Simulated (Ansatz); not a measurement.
This concerns the energy change from cell B to cell A (2 Ir replaced by Cu, in a slab cell with one atom a plane). Reaction: cell B + 2 Cu (fcc) → cell A + 2 Ir (fcc). The sign is products less reactants.

Cell A: a stack of composition CoCu2Pt6 built on Pt (fcc, Fm-3m) (111), with 6 atoms on that crystal's sites, 9 atoms, hexagonal cell of 2.81 Å (6.8 Å²), symmetry P3m1, 17.4 Å thick under 16 Å of vacuum, in-plane vectors held at the crystal's, which may strain the added film; planes from bottom to top: Pt × 6 | Co | Cu × 2, its two faces unlike (dipole correction applied); spin state with PBE: net moment 2.2 μB a cell, k-point mesh 19×19×1.
```
CELL_PARAMETERS angstrom
      2.80863     0.00000     0.00000
      1.40432     2.43235     0.00000
      0.00000     0.00000    33.64630
ATOMIC_POSITIONS crystal
  Pt 0.00000 0.00000 0.23908
  Pt 0.33333 0.33333 0.30771
  Pt 0.66667 0.66667 0.37544
  Pt 0.00000 0.00000 0.44340
  Pt 0.33333 0.33333 0.51196
  Pt 0.66667 0.66667 0.58168
  Co 0.00000 0.00000 0.64189
  Cu 0.33333 0.33333 0.69998
  Cu 0.66667 0.66667 0.75669
```

Cell B: a stack of composition CoIr2Pt6 built on Pt (fcc, Fm-3m) (111), with 6 atoms on that crystal's sites, 9 atoms, hexagonal cell of 2.81 Å (6.8 Å²), symmetry P3m1, 17.8 Å thick under 16 Å of vacuum, in-plane vectors held at the crystal's, which may strain the added film; planes from bottom to top: Pt × 6 | Co | Ir × 2, its two faces unlike (dipole correction applied); spin state with PBE: net moment 2.0 μB a cell, k-point mesh 19×19×1.
```
CoIr2Pt6
1.0
    2.80863     0.00000     0.00000
    1.40432     2.43235     0.00000
    0.00000     0.00000    33.94993
Pt Co Ir
6 1 2
Cartesian
  0.00000   0.00000   8.03871
  1.40432   0.81078  10.34744
  2.80863   1.62156  12.62647
  0.00000   0.00000  14.91231
  1.40432   0.81078  17.21808
  2.80863   1.62156  19.55837
  0.00000   0.00000  21.62045
  1.40432   0.81078  23.63666
  2.80863   1.62156  25.80050
```

Reference: Ir (fcc, Fm-3m), 1 atom in the cell; spin state with PBE: run without spin, k-point mesh 26×26×26 on the run's own vectors. Conventional cell: a = 3.872 Å, b = 3.872 Å, c = 3.872 Å, α = 90.00°, β = 90.00°, γ = 90.00°.

Reference: Cu (fcc, Fm-3m), 1 atom in the cell; spin state with PBE: run without spin, k-point mesh 28×28×28 on the run's own vectors. Conventional cell: a = b = c = 3.6298 Å, α = β = γ = 90.00°.

Plane-wave PAW calculations with Ansatz (a first-principles code), its default PAW set, cutoff 420 eV. The structures are at rest with PBE, within the held lattices. Neutral cells; Fermi-Dirac smearing of at most 0.10 eV in the solids, energies taken to zero width. A dispersion term (D3(BJ), or D4 for r2SCAN) was computed beside these levels and is taken off wherever the name lacks it. Nuclei at rest; no vibrational terms. The structures are the rest points that the relaxations reached, not proven lowest. Spin-orbit coupling is left out. No search over spin orders was made beyond those shown. No correction for cell size. Cell A has symmetry P3m1 and got no random move, so less symmetric positions, which may lie lower, weren't tried. Cell B has symmetry P3m1 and got no random move, so less symmetric positions, which may lie lower, weren't tried.

**Question.** Give the value at the level PBE.

**Answer.** -0.18 eV, for cell B + 2 Cu (fcc) → cell A + 2 Ir (fcc).
